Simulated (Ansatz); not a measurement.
The parent structure is Cd in the hcp (Mg type) structure (space group P6_3/mmc, No. 194; a = 3.0159 Å, c = 5.8216 Å).

Computed with PBE/PAW in Ansatz (a program for electronic structure), no spin-orbit coupling, earlier PAW set.

For the base:

| Item | Value |
|---|---|
| Volume per atom | 22.93 Å³ |
| Band gap | zero |

Perturbation: a negative pressure, −1 GPa.

Problem. Estimate the effect on the volume per atom.

Solution. The volume per atom rises by 0.66 Å³ (22.93 Å³ → 23.59 Å³).

Problem. What does the calculation give for the band gap after the change?

Solution. The band gap is still zero.

Load acts through the strain it causes; cell and atoms are relaxed under it. Whether these cells are dynamically stable was not tested.
